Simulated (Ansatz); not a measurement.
Base system: InAgTe2 in the chalcopyrite structure (space group I-42d, No. 122; a = 6.569 Å, c = 13.003 Å). Axes: x, y, z lie along a, b, c of the conventional cell.

Calculations: Ansatz (an electronic-structure program) PBE, no spin-orbit coupling.

Before the change:

- Pressure = 0.0 GPa
- Shortest interatomic distance = 2.814 Å

The change: the cell is stretched by 0.46 % along z with no lateral relaxation; the atoms relax in the strained cell.

Task: How does this affect the pressure?

Result: The pressure (mean of the normal stresses, compression positive) goes from zero to -0.2 GPa.

Task: Predict the new shortest interatomic distance.

Result: The shortest interatomic distance increases by 0.004 Å (2.814 Å → 2.818 Å).

Task: What happens to the energy relative to the base?

Result: The energy stays essentially unchanged.

No phonon test of stability was made. The final runs are not spin-polarised. Gaps under 0.05 eV, about the width of the smearing, are given as zero.
